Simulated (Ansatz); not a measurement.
```
CELL_PARAMETERS angstrom
     11.00000     0.00000     0.00000
      0.00000    11.00000     0.00000
      0.00000     0.00000     4.30768
ATOMIC_POSITIONS crystal
  Be 0.50000 0.50000 0.00000
  Be 0.50000 0.50000 0.50000
```

These are PBE (plane waves to 420 eV, PAW; Ansatz, an electronic-structure program) values and carry that method's errors. Mesh 1×1×72. No spin polarisation, so a magnetic state wasn't tested. Periodic along z alone, with about 11 Å of vacuum beside it. A hypothetical model. Only distortions within the start's symmetry and period were free. Pairing along the axis, which can open a gap, is among the distortions not tried.

### Question
Tabulate the two highest filled and two lowest empty levels along the axis, from the valence top.

### Answer
```
k (2π/c)  v2 (eV)  v1 (eV)  c1 (eV)  c2 (eV)
--------  -------  -------  -------  -------
0.000       -3.82     0.00     0.30     0.30
0.042       -3.81    -0.04     0.31     0.31
0.083       -3.78    -0.14     0.35     0.35
0.125       -3.73    -0.29     0.42     0.42
0.167       -3.66    -0.49     0.52     0.52
0.208       -3.57    -0.72     0.64     0.64
0.250       -3.46    -0.97     0.79     0.79
0.292       -3.34    -1.22     0.97     0.97
0.333       -3.19    -1.48     1.17     1.17
0.375       -3.03    -1.73     1.40     1.40
0.417       -2.85    -1.98     1.66     1.66
0.458       -2.65    -2.22     1.94     1.94
0.500       -2.44    -2.44     2.25     2.25
```
